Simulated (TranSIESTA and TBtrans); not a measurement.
Run with TranSIESTA and TBtrans (open boundaries, self-consistent; PseudoDojo norm-conserving potentials, scalar-relativistic): PAO.BasisSize DZP, PAO.EnergyShift 0.15 eV, XC.Authors PBE, Mesh.Cutoff 200 Ry, ElectronicTemperature 300 K, TS.Voltage 0.0 eV, TBT.Elecs.Eta 0.001 eV, no spin polarisation.

Device: Ge chain with one bond stretched by 2.5 Å. Leads: straight Ge chain, spacing 2.4 Å. Geometry: as built, not relaxed.

Q: Give the largest eigenchannel transmissions at the Fermi level (four at most) and the total.

A: 0.026, 0.0046, 0.0046; total 0.035. The straight chain is held at its spacing; free chains may zigzag or dimerise. No spin-polarised start was tried, so a magnetic state, if there is one, is missed.
